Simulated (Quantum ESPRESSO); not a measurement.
## Cost against accuracy: ecutwfc for Sr2InPd2 (C2/c, 10 atoms in the cell)

Cell: a = 6.0498 Å, b = 6.0498 Å, c = 8.3060 Å, α = 101.83°, β = 101.83°, γ = 59.84°.

Method: PBEsol, GBRV 1.5 ultrasoft (PBESOL) pseudopotentials (plane waves; Quantum ESPRESSO 7.5).

Base settings: ecutwfc = 40 Ry; ecutrho = 320 Ry; occupations = smearing; smearing = gauss; degauss = 0.0073499 Ry; K_POINTS = automatic 3 3 2 0 0 0; conv_thr = 1e-09 Ry.

Misses are taken against the tightest run, 52 Ry (ecutrho: 320 Ry → 416 Ry), which need not be fully converged itself. The energy is the free energy per atom.

The count of work is k-points × plane waves × bands × iterations; it is no time, and leaves out set-up, grids and terms that scale otherwise. Core times come from one kind of shared machine and are given to one figure; runs under 30 s give none.

The starting cell comes from a database of published, mostly measured structures (it also holds non-ambient and calculated ones), without a prior relaxation at this level. Spin polarisation is off. Without a gap this mesh is coarse (it stands for a supercell whose shortest vector is 17 Å).

The runs (ecutwfc): 16 Ry (ecutrho: 320 Ry → 128 Ry) | 20 Ry (ecutrho: 320 Ry → 160 Ry) | 24 Ry (ecutrho: 320 Ry → 192 Ry) | 28 Ry (ecutrho: 320 Ry → 224 Ry) | 32 Ry (ecutrho: 320 Ry → 256 Ry) | 36 Ry (ecutrho: 320 Ry → 288 Ry) | 40 Ry | 46 Ry (ecutrho: 320 Ry → 368 Ry) | 52 Ry (ecutrho: 320 Ry → 416 Ry).

### Question
Which is the coarsest setting among those run that, with all tighter ones, holds the energy within 10 meV/atom of the reference, and what does it save?

### Answer
46 Ry (ecutrho: 320 Ry → 368 Ry), off by 4.0 meV/atom; its saving against the reference is no more than about a factor of 2 in the count of work.

### Question
What does the step from 24 Ry (ecutrho: 320 Ry → 192 Ry) to 46 Ry (ecutrho: 320 Ry → 368 Ry) buy?

### Answer
It takes the miss in the energy from 2100 to 4.0 meV/atom, for 2.5 times the count of work and roughly 2 times the time.

```tsv
ecutwfc	energy less reference (meV/atom)	pressure less reference (GPa)	largest difference in the force on any atom (eV/Å)	count of work / reference	core time / reference (rough)
16 Ry (ecutrho: 320 Ry → 128 Ry)	28737.40	-571.84	1.740	0.20	0.2
20 Ry (ecutrho: 320 Ry → 160 Ry)	8331.67	-225.57	0.560	0.24	0.2
24 Ry (ecutrho: 320 Ry → 192 Ry)	2130.75	-78.55	0.029	0.32	0.3
28 Ry (ecutrho: 320 Ry → 224 Ry)	438.91	-22.22	0.059	0.40	0.4
32 Ry (ecutrho: 320 Ry → 256 Ry)	71.81	-4.26	0.004	0.45	0.5
36 Ry (ecutrho: 320 Ry → 288 Ry)	20.71	-0.41	0.000	0.54	0.5
40 Ry	14.16	-0.23	0.000	0.63	0.7
46 Ry (ecutrho: 320 Ry → 368 Ry)	3.95	-0.23	0.000	0.78	0.8
52 Ry (ecutrho: 320 Ry → 416 Ry)	0.00	0.00	0.000	1.0	1
```

The last two settings still differ by 4.0 meV/atom, so the table cannot show that the reference is converged.
